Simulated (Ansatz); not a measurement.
How far PBE and r2SCAN part for hypothetical rock salt PdGe, x(Sn) = 0.75, 8 atoms, I4/mmm

Consider PdGe in the rock salt structure (space group Fm-3m, No. 225; a = 5.2145 Å; a hypothetical phase, not in the database extracts checked).

(Cell as relaxed with PBE.)

Levels (all Ansatz, an electronic-structure program, PAW): PBE (420 eV, spin-orbit coupling left out); r2SCAN (500 eV, no spin-orbit coupling).

Each level relaxes its own structure.

```json
[
 {"base": "volume per atom", "PBE": "17.72 Å³", "r2SCAN": "17.23 Å³"},
 {"base": "lattice parameter a", "PBE": "9.854 bohr", "r2SCAN": "9.762 bohr"},
 {"base": "band gap", "PBE": "zero", "r2SCAN": "zero"}
]
```

Modification: Sn replaces 75.0 % of the Ge, ordered in a cell of 8 atoms (starting symmetry I4/mmm) and fully relaxed.

| quantity | PBE | r2SCAN |
|---|---|---|
| volume per atom | 20.56 Å³ | 19.96 Å³ |
| mixing energy (to 0.01 eV only: unlike meshes or grids) (against an end that may be hypothetical) | +0.01 eV/atom | +0.01 eV/atom |

PBE's volume per atom lies 0.609 Å³ above r2SCAN's (3.1 %); the two agree on the mixing energy. Neither level is exact; r2SCAN is the comparison here, not a measurement.

These are small ordered cells, not random alloys; other orderings at the same x differ. Whether these cells are dynamically stable was not tested. All final runs are without spin polarisation.
